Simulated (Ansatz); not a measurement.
C: pressure series

The parent structure is C in the graphite type structure (space group P6_3/mmc, No. 194; a = 2.4552 Å, c = 6.6705 Å; layered, stacked along the Cartesian z axis).

Cell and atoms are relaxed at each pressure.

Calculations: r2SCAN+rVV10, PAW, 500 eV (Ansatz, a program for electronic structure; without spin-orbit coupling), earlier PAW set.

Candidates:
(a) pressure 0.3 GPa
(b) pressure 1.5 GPa
(c) pressure 3 GPa
(d) pressure 10 GPa

For the base:

The c/a ratio comes out as 2.717.

### Question
Order them by c/a ratio, lowest first.

### Answer
(d) pressure 10 GPa (2.426), (c) pressure 3 GPa (2.583), (b) pressure 1.5 GPa (2.639), (a) pressure 0.3 GPa (2.699)

The mesh was chosen for an insulator and is coarse for the gapless case. Load acts through the strain it causes; cell and atoms are relaxed under it. Whether these cells are dynamically stable was not tested. Competing high-pressure phases were not computed.
